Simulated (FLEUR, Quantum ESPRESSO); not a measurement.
EuBPd3 (Pm-3m, 5 atoms in the cell) computed with different codes at matched settings

Self-consistent single point, at a second geometry (lattice scaled by 0.98). First geometry:

```
EuBPd3
1.0
    4.34027     0.00000     0.00000
    0.00000     4.34027     0.00000
    0.00000     0.00000     4.34027
Eu B Pd
1 1 3
Cartesian
  0.00000   0.00000   0.00000
  2.17014   2.17014   2.17014
  0.00000   2.17014   2.17014
  2.17014   0.00000   2.17014
  2.17014   2.17014   0.00000
```
Moments meant for the start (each program seeds them in its own way; μB, in the order of the atoms Eu B Pd Pd Pd): 7.0 0.0 0.0 0.0 0.0.

Shared settings, as Quantum ESPRESSO writes them: occupations = smearing; smearing = fd; degauss = 0.0073499 Ry; nspin = 2; K_POINTS = automatic 5 5 5 0 0 0. Potentials and cutoffs stand in the table.

```tsv
code	model	ΔF from the first geometry (meV/atom)	size of the net moment (μB/atom)	cutoff
FLEUR	PBEsol, all-electron FLAPW (FLEUR), scalar-relativistic valence	3.2	1.35	Kmax 4.5 1/bohr
Quantum ESPRESSO	PBEsol, SSSP 1.1.2 efficiency (PBE) pseudopotentials	0.0	1.34	60 Ry
```

On FLEUR's run: spin-orbit coupling is off. With one magnetic atom in the cell only a parallel order is possible. With U or open f shells several self-consistent states can exist. The f electrons are in the valence without U or exact exchange, which can misplace them near the Fermi level. Spin-orbit terms, which matter for f shells, are left out.

The spread over the programs that give each value: ΔF from the first geometry within 3.2 meV/atom; size of the net moment within 0.01 μB/atom.

FLEUR treats all electrons, but the usual bases taken here (sphere radii, linearisation, local orbitals, empty states) were not tested for convergence, so the values are no reference for the others.

The starting cell comes from a database of computed structures (which also holds hypothetical and non-ambient phases and stackings), without a prior relaxation at this level. For this run, on top of that: lattice scaled by 0.98.

Left out of this page: Ansatz (with a known weakness of the program).
